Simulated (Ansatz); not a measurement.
## SnO₂ (P4₂/mnm, No. 136, 6 atoms in the cell; start mp-550172)

These are HSE06 (Ansatz, a quantum-chemistry and plane-wave program, PAW) values and carry that method's errors.

Settings: plane-wave cutoff 460 eV, 6×6×8 k mesh (along the axes of the cell as run), Fermi–Dirac smearing 0.01 eV, scalar-relativistic PAW data made under PBE.

Cell (relaxed with PBEsol):

```yaml
crystal:
  lattice:
    - [4.76878, 0.00000, 0.00000]
    - [0.00000, 4.76866, 0.00000]
    - [0.00000, 0.00000, 3.21132]
  atoms:
    - { symbol: Sn, position: [0.50000, 0.50000, 0.50000] }
    - { symbol: Sn, position: [0.00000, 0.00000, 0.00000] }
    - { symbol: O, position: [0.30626, 0.30633, 0.00000] }
    - { symbol: O, position: [0.69374, 0.69367, 0.00000] }
    - { symbol: O, position: [0.80626, 0.19367, 0.50000] }
    - { symbol: O, position: [0.19374, 0.80633, 0.50000] }
```

| Item | Value |
|---|---|
| band gap | 2.76 eV (on the SCF k mesh) |

Note: cell and atoms aren't relaxed at this level (largest force component 0.02 eV/Å, pressure -2.9 GPa).

Spin–orbit coupling is not included.

Computed values are for the static lattice.

A start named mp-… is a Materials Project structure, which need not be a measured phase.
